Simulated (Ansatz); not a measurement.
The starting structures come from a database of crystals and need not be the phases stable at ambient conditions.

 Where the default PAW files enter, the runs use the earlier of Ansatz's two default sets.

Inside the gap of an insulator the Bloch states are evanescent, with a wavenumber k + iκ along the transport direction.

Consider the following.

```xyz
4
Lattice="4.4954 0.0000 0.0000 2.2477 8.2695 0.0000 2.2477 0.6109 3.8449" Properties=species:S:1:pos:R:3 pbc="T T T"
K      4.4954     4.4402     1.9224
Y      0.0000     0.0000     0.0000
Te     2.2477     1.8973     1.0125
Te     6.7430     6.9831     2.8324
```

Space group of this cell: R-3m. The cell is taken as given.

Transport runs along the normal of the first two printed cell vectors, the (101) plane of the conventional cell.

The gap is the functional's own. No spin-orbit coupling. Mid-gap values are interpolated on the energy grid.

Question: Give the band gap and the smallest decay constant κ at mid-gap that Ansatz (a quantum-chemistry and plane-wave program) with r2SCAN yields.

Answer: Gap 1.69 eV on a 8×8×8 mesh; κ = 0.164 1/Å, at the zone centre.
